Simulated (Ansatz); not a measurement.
Start from CdCu₂GeSe₄ (space group I-42m, No. 121; a = 5.730 Å, c = 11.024 Å). Axes: x, y, z lie along a, b, c of the conventional cell.

All numbers come from DFT with PBEsol, PAW potentials and a 420 eV plane-wave cutoff in Ansatz (a first-principles code), scalar-relativistic without spin-orbit coupling.

Strains are applied to the cell and any free atomic positions relax.

One change was made to it. Results:

```tsv
quantity	base	after
band gap	zero	zero
energy relative to the base (free energy F)	0 meV/atom	+0.3 meV/atom
pressure (mean of the normal stresses, compression positive)	0.0 GPa	-0.5 GPa
```

**Question.** What was done to the base?
A) uniaxial strain ε_zz = +2.25 %
B) uniaxial strain ε_zz = +0.75 %
C) uniaxial strain ε_zz = +3.00 %

**Answer.** B, uniaxial strain ε_zz = +0.75 %. For comparison, the energy relative to the base in the other runs: uniaxial strain ε_zz = +3.00 % gives +5.1 meV/atom; uniaxial strain ε_zz = +2.25 % gives +2.9 meV/atom.

A case with no gap was solved on a k-mesh chosen for an insulator, which is coarse for it. Whether these cells are dynamically stable was not tested. All final runs are without spin polarisation. Gaps under 0.05 eV, about the width of the smearing, are given as zero. A zero or small gap of CdCu2GeSe4 can be the functional's error rather than a property of the material.
